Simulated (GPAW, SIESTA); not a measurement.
A SIESTA input for a self-consistent single point of PdIn (Pm-3m, 2 atoms in the cell) (DFT, GGA PBE, numerical atomic orbitals DZP, PseudoDojo PBE standard norm-conserving potentials (rewritten from UPF to PSML)):

```
# files in the folder: In.psml Pd.psml (PseudoDojo PBE standard)
SystemName  PdIn
SystemLabel pdin

NumberOfAtoms                2
NumberOfSpecies              2
%block ChemicalSpeciesLabel
  1 49 In
  2 46 Pd
%endblock ChemicalSpeciesLabel
LatticeConstant              1.0 Bohr
%block LatticeVectors
     6.018777707    0.000000000    0.000000000
     0.000000000    6.018777707    0.000000000
     0.000000000    0.000000000    6.018777707
%endblock LatticeVectors
AtomicCoordinatesFormat      ScaledCartesian
%block AtomicCoordinatesAndAtomicSpecies
     3.009388853    3.009388853    3.009388853  1
     0.000000000    0.000000000    0.000000000  2
%endblock AtomicCoordinatesAndAtomicSpecies

XC.functional                GGA
XC.authors                   PBE
PAO.BasisSize                DZP
PAO.EnergyShift              0.01 Ry
MeshCutoff                   400 Ry
%block kgrid.MonkhorstPack
    8   0   0  0.0
    0   8   0  0.0
    0   0   8  0.0
%endblock kgrid.MonkhorstPack
OccupationFunction           FD
ElectronicTemperature        0.1 eV

MaxSCFIterations             150
SCF.Mixer.Method             Broyden
SCF.Mixer.Weight             0.25
SCF.Mixer.History            6
SCF.DM.Tolerance             1.0E-04
Diag.ParallelOverK           true
WriteForces                  true
```

Give the GPAW input for the same structure, mesh, smearing and functional.

One input that does it (others would too):

```python
from ase import Atoms
from ase.units import GPa
from gpaw import GPAW, PW, FermiDirac

atoms = Atoms(['In', 'Pd'],
              cell=[[3.185000, 0.000000, 0.000000],
                    [0.000000, 3.185000, 0.000000],
                    [0.000000, 0.000000, 3.185000]],
              positions=[[1.592500, 1.592500, 1.592500],
                         [0.000000, 0.000000, 0.000000]],
              pbc=True)

calc = GPAW(mode=PW(600),
            xc='PBE',
            kpts={'size': (8, 8, 8), 'gamma': True},
            occupations=FermiDirac(0.1),
            nbands=-10,
            convergence={'density': 1e-05, 'energy': 1e-05},
            symmetry={'symmorphic': False, 'tolerance': 0.0005},
            maxiter=100)

atoms.calc = calc

energy = atoms.get_potential_energy()
print('Energy (eV):', round(energy, 6))
forces = atoms.get_forces()
print('Forces (eV/Ang):')
print(forces.round(5))
stress = atoms.get_stress()
print('Stress (GPa, Voigt):', (stress / GPa).round(4))
```

Basis, cutoffs, solver keys and any potentials are the target program's own. This input uses DFT PBE, plane waves, GPAW PAW datasets PBE (gpaw-data 1.0.1). Both were run: pressure 16.37 GPa in SIESTA and 16.67 in GPAW.

On SIESTA: the starting cell has typed, rounded lattice constants, without a prior relaxation at this level. For this run, on top of that: lattice scaled by 0.98. Spin polarisation is off. Values carry the incompleteness of an atom-centred basis. With a pressure of about 16 GPa the cell is away from its equilibrium volume at this level.

On GPAW: the starting cell has typed, rounded lattice constants, without a prior relaxation at this level. For this run, on top of that: lattice scaled by 0.98. Spin polarisation is off. With a pressure of about 17 GPa the cell is away from its equilibrium volume at this level.
